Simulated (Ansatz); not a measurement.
An Ansatz (a first-principles code) run: TiB2 with a change (Ti → Hf); DFT with r2SCAN, PAW potentials and a 500 eV plane-wave cutoff in Ansatz, no spin-orbit coupling.

Input:

Ansatz 0.2 input:
```yaml
crystal:
  lattice:
    - [3.1365013857, 0, 0]
    - [-1.5682506928, 2.716289879, 0]
    - [0, 0, 3.4791661055]
  atoms:
    - { symbol: Hf, position: [0, 0, 0] }
    - { symbol: B, position: [0.3333333333, 0.6666666667, 0.5] }
    - { symbol: B, position: [0.6666666667, 0.3333333333, 0.5] }
basis: { ecutwfc: 500, ecutrho_ratio: 4, xc_grid: 4, fft_grid_basis: typed }
kpoints: { mp_grid: { grid: [17, 17, 13] } }
hamiltonian:
  xc: r2scan
  dispersion: none
  pseudopotentials: { kind: paw }
scf: { occupations: { method: fermi_dirac, width: 0.05 }, convergence: { dr2_threshold: 0.0000000003 } }
output: { forces: true, stress: true }
checkpoint: { write: state.ck, write_every: 1000 }
```

Output:

```
Pseudopotentials: kind: paw
Pseudopotential: Hf, paw, valence charge 26
Pseudopotential: B, paw, valence charge 3
Functional definition: r2SCAN
Crystal: 3 atoms, lattice volume = 29.641 Å³
Basis set: ecut = 500 eV, 769 PW (Γ), exchange–correlation on 96×96×108 points (64 copies of the dense FFT grid, shifted against one another)
Bands: 20, of which v1, the nominal top of the filled ones, is band 16 counted from 1 (15 counted from 0)
Symmetry: 24 space group operations
Space group: P6/mmm (ITA 191), of the structure as read, at distance tolerance 3.1e-5 Å
k-points: 231 of 3757
PAW frozen core: Hf, regenerated for the run's functional
PAW frozen core: B, regenerated for the run's functional
Initial density: superposition of atomic densities (neutral atoms: chi_scale 0, normalization atom), corrected by the library's trained network
Initial wavefunctions: pseudopotential atomic-orbital guess
Eigensolver: davidson
Functional: x = r2scan, c = r2scan; τ floored in thin density (d = 2e-4 eV/Å³)
SCF iter   1: F=—  HF=-16049.327740 eV  |F-HF|=—  |Δ(HF+E_count)|=         —  Δρ=8.39e-3  dr2=2.40e-2  dr2_τ=2.59e-1  ethr=1.77e-3  ⟨swp⟩=5.2  Hψ=18612  notcnv=0
all-band conjugate gradients solve this SCF's bands
preconditioner: auto → none
SCF iter   2: F=—  HF=-16049.382840 eV  |F-HF|=—  |Δ(HF+E_count)|=   5.51e-2  Δρ=3.95e-3  dr2=3.09e-3  dr2_τ=9.07e-4  ethr=7.51e-5  ⟨swp⟩=2.0  Hψ=11088  notcnv=0
SCF iter   3: F=—  HF=-16049.381748 eV  |F-HF|=—  |Δ(HF+E_count)|=   1.09e-3  Δρ=2.40e-3  dr2=9.12e-4  dr2_τ=7.39e-5  ethr=9.64e-6  ⟨swp⟩=2.0  Hψ=7391  notcnv=0
SCF iter   4: F=—  HF=-16049.382056 eV  |F-HF|=—  |Δ(HF+E_count)|=   3.07e-4  Δρ=1.24e-3  dr2=2.06e-4  dr2_τ=2.18e-5  ethr=2.85e-6  ⟨swp⟩=2.5  Hψ=6694  notcnv=0
SCF iter   5: F=—  HF=-16049.382209 eV  |F-HF|=—  |Δ(HF+E_count)|=   1.53e-4  Δρ=8.98e-5  dr2=1.06e-6  dr2_τ=8.47e-8  ethr=6.44e-7  ⟨swp⟩=2.0  Hψ=7979  notcnv=0
SCF iter   6: F=—  HF=-16049.382212 eV  |F-HF|=—  |Δ(HF+E_count)|=   2.42e-6  Δρ=2.20e-5  dr2=8.57e-8  dr2_τ=6.63e-9  ethr=3.32e-9  ⟨swp⟩=2.0  Hψ=8297  notcnv=0
SCF iter   7: F=—  HF=-16049.382212 eV  |F-HF|=—  |Δ(HF+E_count)|=   1.77e-7  Δρ=3.87e-6  dr2=2.90e-9  dr2_τ=9.65e-11  ethr=2.68e-10  ⟨swp⟩=2.0  Hψ=8004  notcnv=0
SCF iter   8: F=-16049.382212 eV  HF=-16049.382212 eV  |F-HF|=2.36e-11  |Δ(HF+E_count)|=   5.38e-9  Δρ=5.35e-7  dr2=4.12e-11  dr2_τ=2.88e-12  ethr=1.00e-12  ⟨swp⟩=5.0  Hψ=19150  notcnv=0
SCF 1 converged in 8 iterations: F = -16049.382212 eV  dr2 = 4.12e-11
SCF converged after 8 iterations
Free energy (F): -16049.382212 eV
Harris-Foulkes:  -16049.382212 eV  (|F-HF|=2.36e-11)
Internal energy: -16049.380773 eV  (E = F + TS)
E sigma→0 (E₀):  -16049.381492 eV
Entropy (-TS):   -0.001439 eV (-0.480 meV/atom)
Fermi energy:    20.733840 eV
--- Per-component energies (eV) ---
  E_band       = 112.535910
  E_kinetic    = 526.150283
  E_local      = -5272.976781  (includes V_loc(G=0)·N_el)
  E_nonlocal   = -1226.557607
  E_hartree    = 2516.579884
  E_xc         = -348.810684
  E_vxc        = -379.610915  (∫ρ·V_xc dr)
  E_paw        = -7113.031885  (= ΣΔE_a)
  E_vpaw       = 1413.998800  (= ΣTr[D̂ρ^β])
  E_aug_tail   = -0.000004  (compensation charges beyond the density's cutoff)
  E_vtau       = 18.372122  (kinetic-family band-sum trace: ∫τ·v_τ [+ j·A + Jᵃ·Aᵃ] dr)
  E_ewald      = -5131.018616
  E_core_change = 0.284638  (= ΣΔE_core)
  E_smearing   = -0.001439  (= −TS)
  E_closure    = -0.000000  (closes the sum)
  Σ components = -16049.382212   (vs F -16049.382212, Δ=0.00e0)
  [band-id]    e_kinetic+e_local+e_nonlocal+2·e_hartree+e_vxc+e_vpaw+e_augmentation_tail+e_vtau = 112.535666   (vs E_band 112.535910, Δ=-2.45e-4)
--- Forces (eV/Å), atoms counted from 1 ---
  atom   1  Hf     0.00000000    -0.00000000     0.00000000
  atom   2  B      0.00000000    -0.00000000     0.00000000
  atom   3  B     -0.00000000     0.00000000     0.00000000
  max |Σ_I F_I| component: 1.85e-17 eV/Å
--- Stress (GPa, compression-positive) ---
       -0.008687      -0.000000       0.000000
        0.000000      -0.008687       0.000000
        0.000000       0.000000      -0.003033
  P = ⅓ Tr σ = -0.0068 GPa (-0.068 kbar)
  The stress holds the Pulay correction. Without it, at fixed plane waves, as pw.x and ABINIT print it: P = -0.0370 GPa
  The stress includes an estimate of the error left by incomplete SCF convergence (largest component 0.0002 GPa).
--- Band table ---
  band table: none
```

Whether these cells are dynamically stable was not tested. The final runs are not spin-polarised. The cell was made from TiB2 by this change: Ti → Hf.
